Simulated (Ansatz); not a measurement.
A user runs Ansatz (a program for electronic structure) on Sc₃InB (Pm-3m, 5 atoms in the cell) and asks whether the run is sound. The aim is a self-consistent single point with DFT, r2SCAN, plane waves, default PAW files made with PBE.

Cell that was meant: a = 4.6517 Å, b = 4.6517 Å, c = 4.6517 Å, α = 90.00°, β = 90.00°, γ = 90.00°.

Part of the input:

Ansatz 0.2 input:
```yaml
    - { symbol: Sc, position: [0.500000, 0.000000, 0.500000] }
    - { symbol: Sc, position: [0.500000, 0.500000, 0.000000] }
kpoints:
  mp_grid: { grid: [1, 1, 1] }
hamiltonian:
  xc: r2scan
  pseudopotentials: { kind: paw }
```

The program printed (abridged):

```
WARN basis.ecutwfc = 500 eV, the default
WARN ansatz: RAYON_NUM_THREADS=1 ignored (pool sized by the plan → 1); use --threads N
   [... lines left out ...]
PAW frozen core: Sc, regenerated for the run's functional
Initial density: superposition of atomic densities (neutral atoms: chi_scale 0, normalization atom), corrected by the library's trained network
Initial wavefunctions: pseudopotential atomic-orbital guess
Eigensolver: davidson
Functional: x = r2scan, c = r2scan; τ floored in thin density (d = 2e-4 eV/Å³)
SCF iter   1: F=—  HF=-12184.115276 eV  |F-HF|=—  |Δ(HF+E_count)|=         —  Δρ=4.50e-2  dr2=2.64e0  dr2_τ=1.01e-1  ethr=1.77e-3  ⟨swp⟩=4.0  Hψ=101  notcnv=0
all-band conjugate gradients solve this SCF's bands
preconditioner: auto → Resta (q_TF=auto, 2.420 Å⁻¹)
   [... lines left out ...]
SCF iter   6: F=—  HF=-12184.325586 eV  |F-HF|=—  |Δ(HF+E_count)|=   4.66e-5  S|Δr|=    0.00e0  Δρ=1.71e-4  dr2=5.95e-5  dr2_τ=1.26e-6  ethr=1.09e-6  ⟨swp⟩=3.0  Hψ=53  notcnv=0
SCF iter   7: F=—  HF=-12184.325566 eV  |F-HF|=—  |Δ(HF+E_count)|=   2.01e-5  S|Δr|=    0.00e0  Δρ=2.91e-5  dr2=6.21e-7  dr2_τ=3.18e-8  ethr=1.21e-7  ⟨swp⟩=2.0  Hψ=37  notcnv=0
SCF iter   8: F=-12184.325567 eV  HF=-12184.325567 eV  |F-HF|=1.77e-9  |Δ(HF+E_count)|=   4.72e-7  S|Δr|=    0.00e0  Δρ=4.87e-6  dr2=3.09e-8  dr2_τ=1.04e-9  ethr=2.04e-10  ⟨swp⟩=7.0  Hψ=116  notcnv=0
SCF 1 converged in 8 iterations: F = -12184.325567 eV  dr2 = 3.09e-8
Stability not checked (fill_not_monotonic)
Free energy (F): -12184.325567 eV
Internal energy: -12184.319764 eV  (E = F + TS)
E sigma→0 (E₀):  -12184.323632 eV
Entropy (-TS):   -0.005803 eV (-1.161 meV/atom)
Fermi energy:    10.143085 eV
--- Forces (eV/Å), atoms counted from 1 ---
  atom   1  B      0.00000000    -0.00000000    -0.00000000
   [... zero for the other atoms too ...]
--- Stress (GPa, compression-positive) ---
       12.486289      -0.000000       0.000000
       -0.000000      12.486289       0.000000
        0.000000       0.000000      12.486289
  P = ⅓ Tr σ = 12.4863 GPa (124.863 kbar)
  The stress holds the Pulay correction. Without it, at fixed plane waves, as pw.x and ABINIT print it: P = 12.4191 GPa
```

Question: Can these results be used? Check the input.

Answer: The run is not sound. The fault is a single k-point for a small metallic cell. One k-point cannot sample the Fermi surface of a small cell. To fix it, use a converged k-point mesh. The run converged in 8 iterations without an error; against the sound input the free energy goes up by 1.65 eV/atom and the pressure goes from 1.81 to 12.49 GPa.

The sound input it was made from differs as follows (other fixes are possible):
```diff
-  mp_grid: { grid: [1, 1, 1] }
+  mp_grid: { grid: [4, 4, 4] }
```

With that input, the run converged in 8 iterations: free energy E − TS (on the zero of these files) -12192.5790 eV; Fermi level (on the code's own zero) 9.62 eV; pressure 1.81 GPa (DFT, r2SCAN, plane waves, default PAW files made with PBE).

On the sound input: the starting cell comes from a database of published, mostly measured structures (it also holds non-ambient and calculated ones), without a prior relaxation at this level. Its lattice was rescaled by a random factor within 2.5 % of one. Ansatz's pressure includes its estimate of the finite-basis (Pulay) stress. Without a gap this mesh is coarse (it stands for a supercell whose shortest vector is 19 Å).
